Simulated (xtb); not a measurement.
xtb 6.7.1, GFN2-xTB: [CH2]COC(C)=O, charge 0, multiplicity 2, 13 atoms. The geometry is a generated start, not checked to be a minimum at this level.

- method = GFN2-xTB
- --acc = 1 (default)
- --etemp (K) = 300 (default)
- detailed input (--input) = none: ANC optimiser, Lindh (1995) Hessian, microcycle=20, maxdispl=1.0, hlow=0.01 (default)
- basis functions = 31
- valence electrons = 35

```xyz
13

C      2.1524    -0.0607     0.4569
C      1.3434     0.3047    -0.7114
O      0.0058    -0.2809    -0.6693
C     -0.8470     0.2362     0.2146
C     -2.1984    -0.4233     0.1018
O     -0.5738     1.1209     0.9813
H      2.1339     0.5542     1.3343
H      2.5961    -1.0366     0.5160
H      1.7553    -0.0990    -1.6403
H      1.2188     1.3911    -0.7789
H     -2.0914    -1.4537    -0.2246
H     -2.7860     0.1172    -0.6390
H     -2.7092    -0.3702     1.0586
```

Charge 0 and multiplicity 2 are set for this test and not shown to be the ground state. GFN-xTB has no spin term: --uhf 1 sets the occupations alone.

The structure is relaxed from this start with --opt LEVEL for the levels crude, sloppy, loose, lax, normal, tight, vtight, extreme, once each. Up to the end of the extreme run atoms move by at most 0.59 Å along an axis.

**Question.** Choose the cheapest level whose final energy lies within 1 meV of that of extreme.

**Answer.** normal: 31 cycles against 62, ending 0.37 meV above.

```json
[
 {"level": "crude", "cycles": "1", "energy above the extreme run (meV)": "29", "gradient norm (eV/Å)": "0.12"},
 {"level": "sloppy", "cycles": "1", "energy above the extreme run (meV)": "29", "gradient norm (eV/Å)": "0.12"},
 {"level": "loose", "cycles": "1", "energy above the extreme run (meV)": "29", "gradient norm (eV/Å)": "0.12"},
 {"level": "lax", "cycles": "1", "energy above the extreme run (meV)": "29", "gradient norm (eV/Å)": "0.12"},
 {"level": "normal", "cycles": "31", "energy above the extreme run (meV)": "0.37", "gradient norm (eV/Å)": "0.037"},
 {"level": "tight", "cycles": "32", "energy above the extreme run (meV)": "0.34", "gradient norm (eV/Å)": "0.019"},
 {"level": "vtight", "cycles": "46", "energy above the extreme run (meV)": "0.062", "gradient norm (eV/Å)": "0.0068"},
 {"level": "extreme", "cycles": "62", "energy above the extreme run (meV)": "—", "gradient norm (eV/Å)": "0.0016"}
]
```
